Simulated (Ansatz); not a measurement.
A hypothetical phase is included: elements placed on a structure type, which no database files for this compound.

The decay constant κ of evanescent states in the gap governs leakage through a thin film.

Given:

```yaml
crystal:
  lattice:
    - [3.19930, 0.00000, 0.00000]
    - [0.00000, 7.76743, 0.00000]
    - [0.00000, 3.88372, 3.88372]
  atoms:
    - { symbol: Ga, position: [0.00000, 0.67954, 0.00000] }
    - { symbol: Ga, position: [0.00000, 0.32046, 0.00000] }
    - { symbol: Ga, position: [0.50000, 0.17954, 0.64092] }
    - { symbol: Ga, position: [0.50000, 0.82046, 0.35908] }
    - { symbol: N, position: [0.00000, 0.68259, 0.63481] }
    - { symbol: N, position: [0.00000, 0.31741, 0.36519] }
    - { symbol: N, position: [0.50000, 0.81741, 0.00000] }
    - { symbol: N, position: [0.50000, 0.18259, 0.00000] }
```

The cell was relaxed by PBE-D3(BJ); by r2SCAN it stands under a pressure of -2.6 GPa.

Transport runs along the normal of the first two printed cell vectors, the (110) plane of the conventional cell.

The gap is the functional's own, uncorrected, and κ follows it; spin-orbit coupling is left out. Mid-gap means the computed energy nearest the middle.

Q: Predict the band gap and the smallest decay constant κ at mid-gap from r2SCAN (Ansatz, a program for electronic structure).

A: Gap 2.25 eV on a 10×8×8 mesh; κ = 0.161 1/Å, at the zone centre.
